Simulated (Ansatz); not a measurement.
System: LiBH₄ (P6₃mc, No. 186, 12 atoms in the cell; start mp-2659898). Method: r²SCAN+rVV10 in Ansatz (PAW).

Numerical settings: plane-wave cutoff 500 eV, 12×12×6 k mesh (along the axes of the cell as run), Fermi–Dirac smearing 0.05 eV, scalar-relativistic PAW data made under PBE.

Cell (relaxed at this level):

```cif
data_H8B2Li2
_chemical_formula_sum 'Li2 B2 H8'
_space_group_name_H-M_alt 'P 1'
_space_group_IT_number 1
_cell_length_a 4.17227
_cell_length_b 4.17227
_cell_length_c 7.09965
_cell_angle_alpha 90.000
_cell_angle_beta 90.000
_cell_angle_gamma 120.000
loop_
_space_group_symop_operation_xyz
  'x, y, z'
loop_
_atom_site_label
_atom_site_type_symbol
_atom_site_fract_x
_atom_site_fract_y
_atom_site_fract_z
_atom_site_occupancy
Li1 Li 0.33333 0.66667 0.10346 1
Li2 Li 0.66667 0.33333 0.60346 1
B1 B 0.33333 0.66667 0.53750 1
B2 B 0.66667 0.33333 0.03750 1
H1 H 0.33333 0.66667 0.36688 1
H2 H 0.66667 0.33333 0.86688 1
H3 H 0.17510 0.35021 0.59571 1
H4 H 0.82490 0.17510 0.09571 1
H5 H 0.64979 0.82490 0.59571 1
H6 H 0.82490 0.64979 0.09571 1
H7 H 0.17510 0.82490 0.59571 1
H8 H 0.35021 0.17510 0.09571 1
```

### Question
Give the computed band gap.

### Answer

- band gap = 7.24 eV (on the SCF k mesh)

Note: the relaxation could not lower the start's symmetry, so the cell can be a saddle point above a distorted one.

Computed values are for the static lattice.

A start named mp-… is a Materials Project structure, which need not be a measured phase.

Ansatz is a program for electronic structure.
